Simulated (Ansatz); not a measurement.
How far to go with the k-point mesh: BaGa2H2 (P3m1, 5 atoms in the cell)

```
Ba(GaH)2
1.0
    4.51261     0.00000     0.00000
   -2.25631     3.90804     0.00000
    0.00000     0.00000     4.96539
Ba Ga H
1 2 2
Cartesian
  0.00000   0.00000   0.05000
  0.00000   2.60536   2.32792
  2.25631   1.30268   2.63747
  0.00000   2.60536   0.65995
  2.25631   1.30268   4.30544
```

Level of theory: LDA (PW92), default PAW files made with PBE (plane waves; Ansatz, an electronic-structure program).

Base settings: basis.ecutwfc = 30.9 Ry; kpoints.mp_grid.grid = 9 9 7; hamiltonian.xc = lda; hamiltonian.pseudopotentials = {kind: paw} (the program's default PAW files); scf.occupations.method = fermi_dirac; scf.occupations.width = 0.0073 Ry.

The second cell is the first with its lattice scaled by 0.98.

Only quantities that move along the ladder and can be compared are tabulated.

The count of work is k-points × plane waves × bands × iterations; it is no time. Core times come from one kind of shared machine, to one figure; runs under 30 s give none.

The starting cell comes from a database of computed structures (which also holds hypothetical and non-ambient phases and stackings), without a prior relaxation at this level. Its lattice was rescaled by up to half a per cent. One atom was moved a little off its site on purpose. In the base run, with a pressure of about -3 GPa the cell is away from its equilibrium volume at this level. Ansatz's pressure includes its estimate of the finite-basis (Pulay) stress.

```csv
kpoints.mp_grid.grid,free energy less the last step's (meV/atom),energy of the compressed cell less the first (meV/atom),pressure (GPa),largest difference of a force vector from the last step's (eV/Å),count of work / last,core time / last (rough)
2 2 1,517.95,0.18,-1.51,1.316,0.0019,–
2 2 2,212.93,-16.57,-3.46,0.362,0.0048,–
3 3 2,69.01,-10.67,-2.84,0.128,0.0056,–
3 3 3,56.11,-14.23,-3.51,0.182,0.0074,–
4 4 3,15.11,-14.58,-3.67,0.049,0.0083,–
6 6 4,2.31,-12.75,-3.38,0.020,0.025,–
7 7 5,1.24,-12.53,-3.36,0.010,0.034,–
8 8 7,0.81,-12.29,-3.32,0.007,0.065,–
9 9 7,0.41,-12.22,-3.31,0.004,0.082,–
11 11 9,0.11,-12.13,-3.30,0.001,0.14,–
13 13 11,0.02,-12.07,-3.30,0.001,0.23,0.2
16 16 13,0.00,-12.03,-3.29,0.000,0.40,0.4
18 18 14,0.00,-12.01,-3.29,0.000,0.55,0.6
22 22 18,0.00,-12.00,-3.29,0.000,1.0,1
```

Coarsest kpoints.mp_grid.grid that holds the free energy within 2 meV/atom of the last step, with all finer ones: 7 7 5, at 0.034 of the last step's count of work; the step before is off by 2.3 meV/atom.

Coarsest kpoints.mp_grid.grid that holds the energy of the compressed cell less the first within 1 meV/atom of the last step, with all finer ones: 6 6 4, at 0.025 of the last step's count of work; the step before is off by 2.6 meV/atom.

Coarsest kpoints.mp_grid.grid that holds the pressure within 0.2 GPa of the last step, with all finer ones: 6 6 4, at 0.025 of the last step's count of work; the step before is off by 0.38 GPa.

The energy difference between the two cells stays within 1 meV/atom of the last step's from 6 6 4 on, the total only from 8 8 7 on: much of the error is common to both cells and cancels.

Keys are those of Ansatz 0.2.
